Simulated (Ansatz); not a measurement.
Ansatz (a first-principles code) run on Au (Fm-3m, 1 atom in the cell): self-consistent single point.

Computed with PBEsol, default PAW files made with PBE (plane waves; Ansatz).

The change in words: lattice scaled by 0.98; kpoints.mp_grid.grid: 14 14 14 → 13 13 13. Reference geometry:
```xyz
1
Lattice="0.0000 2.0339 2.0339 2.0339 0.0000 2.0339 2.0339 2.0339 0.0000" Properties=species:S:1:pos:R:3 pbc="T T T"
Au     0.0000     0.0000     0.0000
```

Reference input (self-consistent single point, DFT, PBEsol, plane waves, default PAW files made with PBE): basis.ecutwfc = 420 eV; kpoints.mp_grid.grid = 14 14 14; hamiltonian.xc = pbesol; hamiltonian.pseudopotentials = {kind: paw} (the program's default PAW files); scf.occupations.method = fermi_dirac; scf.occupations.width = 0.1 eV. This run's input differs from it in these lines:

Ansatz 0.2 input:
```diff
@@ -3,5 +3,5 @@
   lattice:
-    - [0.000000, 2.033880, 2.033880]
-    - [2.033880, 0.000000, 2.033880]
-    - [2.033880, 2.033880, 0.000000]
+    - [0.000000, 1.993202, 1.993202]
+    - [1.993202, 0.000000, 1.993202]
+    - [1.993202, 1.993202, 0.000000]
   atoms:
@@ -11,3 +11,3 @@
 kpoints:
-  mp_grid: { grid: [14, 14, 14] }
+  mp_grid: { grid: [13, 13, 13] }
 hamiltonian:
```

Output, abridged:

```
SCF iter   1: F=—  HF=-13007.058090 eV  |F-HF|=—  |Δ(HF+E_count)|=         —  Δρ=6.70e-3  dr2=6.42e-3  ethr=1.77e-3  ⟨swp⟩=4.8  Hψ=5977  notcnv=0
all-band conjugate gradients solve this SCF's bands
preconditioner: auto → none
SCF iter   2: F=—  HF=-13007.056431 eV  |F-HF|=—  |Δ(HF+E_count)|=   1.66e-3  Δρ=3.06e-3  dr2=1.28e-3  ethr=3.38e-5  ⟨swp⟩=1.0  Hψ=1848  notcnv=0
SCF iter   3: F=—  HF=-13007.056060 eV  |F-HF|=—  |Δ(HF+E_count)|=   3.71e-4  Δρ=4.33e-4  dr2=1.37e-5  ethr=6.75e-6  ⟨swp⟩=2.0  Hψ=1584  notcnv=0
SCF iter   4: F=—  HF=-13007.056066 eV  |F-HF|=—  |Δ(HF+E_count)|=   5.73e-6  Δρ=4.72e-5  dr2=1.01e-7  ethr=7.21e-8  ⟨swp⟩=2.4  Hψ=1913  notcnv=0
iter 5 did not close the SCF: its close was put off for the readings that it lacked (scf_convergence_deferred on its scf_iter line)
SCF iter   5: F=-13007.056066 eV  HF=-13007.056066 eV  |F-HF|=1.26e-9  |Δ(HF+E_count)|=   1.76e-7  Δρ=4.88e-6  dr2=2.49e-9  ethr=5.33e-10  ⟨swp⟩=2.7  Hψ=1803  notcnv=0
SCF iter   6: F=-13007.056066 eV  HF=-13007.056066 eV  |F-HF|=2.00e-11  |Δ(HF+E_count)|=  1.89e-10  Δρ=4.92e-7  dr2=3.03e-11  ethr=1.31e-11  ⟨swp⟩=2.1  Hψ=3510  notcnv=0
SCF 1 converged in 6 iterations: F = -13007.056066 eV  dr2 = 3.03e-11
Free energy (F): -13007.056066 eV
Internal energy: -13007.049362 eV  (E = F + TS)
E sigma→0 (E₀):  -13007.052714 eV
Entropy (-TS):   -0.006704 eV (-6.704 meV/atom)
Fermi energy:    22.635616 eV
--- Forces (eV/Å), atoms counted from 1 ---
  atom   1  Au     0.00000000     0.00000000     0.00000000
--- Stress (GPa, compression-positive) ---
       15.175155      -0.000000       0.000000
       -0.000000      15.175155      -0.000000
        0.000000       0.000000      15.175155
  P = ⅓ Tr σ = 15.1752 GPa (151.752 kbar)
  The stress holds the Pulay correction. Without it, at fixed plane waves, as pw.x and ABINIT print it: P = 15.1181 GPa
```

The run converged in 6 iterations. Against the reference run the free energy rises by 45.0 meV/atom and the pressure goes from 2.04 to 15.18 GPa.

The starting cell has typed, rounded lattice constants, without a prior relaxation at this level. Its lattice was rescaled by up to half a per cent. For this run, on top of that: lattice scaled by 0.98. With a pressure of about 15 GPa the cell is away from its equilibrium volume at this level. Ansatz's pressure includes its estimate of the finite-basis (Pulay) stress.
